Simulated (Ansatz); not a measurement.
We consider zinc-blende BeS, described by BLYP (plane waves, PAW; Ansatz, a first-principles code).

From the output:

```
Crystal: 2 atoms, lattice volume = 28.741 Å³
Basis set: ecut = 520 eV, 749 PW (Γ), exchange–correlation on 54×54×54 points (8 copies of the dense FFT grid, shifted against one another)
Bands: 8, of which v1, the nominal top of the filled ones, is band 4 counted from 1 (3 counted from 0)
Symmetry: 24 space group operations
Space group: F-43m (ITA 216), of the structure as read, at distance tolerance 3.1e-5 Å
k-points: 72 of 1728 (time reversal used)
Functional: x = b88, c = lyp
SCF iter   1: F=—  HF=-1001.908875 eV  |F-HF|=—  |Δ(HF+E_count)|=         —  Δρ=8.38e-3  dr2=2.63e-2
SCF iter   2: F=—  HF=-1001.899357 eV  |F-HF|=—  |Δ(HF+E_count)|=   9.52e-3  Δρ=1.96e-3  dr2=1.11e-3
  ...
SCF iter   6: F=—  HF=-1001.898894 eV  |F-HF|=—  |Δ(HF+E_count)|=   1.60e-7  Δρ=1.89e-6  dr2=7.55e-10
SCF iter   7: F=-1001.898894 eV  HF=-1001.898894 eV  |F-HF|=5.68e-13  |Δ(HF+E_count)|=  7.61e-11  Δρ=5.30e-8  dr2=7.30e-13
SCF 1 converged in 7 iterations: F = -1001.898894 eV  dr2 = 7.30e-13
SCF converged after 7 iterations
Free energy (F): -1001.898894 eV
Internal energy: -1001.898894 eV  (E = F + TS)
E sigma→0 (E₀):  -1001.898894 eV
Fermi energy:    7.309393 eV
--- Stress (GPa, compression-positive) ---
        3.842930      -0.000000       0.000000
       -0.000000       3.842930       0.000000
        0.000000       0.000000       3.842930
  P = ⅓ Tr σ = 3.8429 GPa (38.429 kbar)
```

Question: Write an input file that could have produced this run (the log leaves some choices open).

Answer: One answer among several that fit: 
Ansatz 0.2 input:
```yaml
crystal:
  lattice:
    - [0.0, 2.4312154985, 2.4312154985]
    - [2.4312154985, 0.0, 2.4312154985]
    - [2.4312154985, 2.4312154985, 0.0]
  atoms:
    - { symbol: Be, position: [0.0, 0.0, 0.0] }
    - { symbol: S, position: [0.25, 0.25, 0.25] }
basis:
  ecutwfc: 520
  ecutrho_ratio: 4
  xc_grid: 2
kpoints:
  mp_grid: { grid: [12, 12, 12] }
hamiltonian:
  xc: blyp
  dispersion: none
  pseudopotentials: { kind: paw }
scf:
  occupations: { method: fermi_dirac, width: 0.01 }
  convergence: { dr2_threshold: 0.0000000002 }
output:
  forces: true
  stress: true
  eigenvalues: true
```

The cell is one volume of an energy–volume scan, off the minimum.

The PAW data were made under PBE.
